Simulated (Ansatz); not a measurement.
The starting structures come from a database of crystals and need not be the phases stable at ambient conditions.

 Where the default PAW files enter, the runs use the earlier of Ansatz's two default sets.

Consider the following.

```
K2MgF4
1.0
    5.59116     0.00000     0.00000
    2.79558     6.56015     0.00000
    2.79558     0.00000     2.79558
K Mg F
2 1 4
Direct
  0.64766   0.70468   0.00000
  0.35234   0.29532   0.00000
  0.00000   0.00000   0.00000
  0.50000   0.00000   0.50000
  0.00000   0.00000   0.50000
  0.84753   0.30494   0.00000
  0.15247   0.69506   0.00000
```

Space group of this cell: I4/mmm. The cell is taken as given.

Transport runs along the normal of the first two printed cell vectors, the (110) plane of the conventional cell.

No gap correction and no spin-orbit coupling; mid-gap values are interpolated between computed energies.

Give the band gap and the smallest decay constant κ at mid-gap that r2SCAN run with Ansatz (a quantum-chemistry and plane-wave program) yields.

Gap 7.53 eV on a 12×12×12 mesh; κ = 0.539 1/Å, at the zone centre.
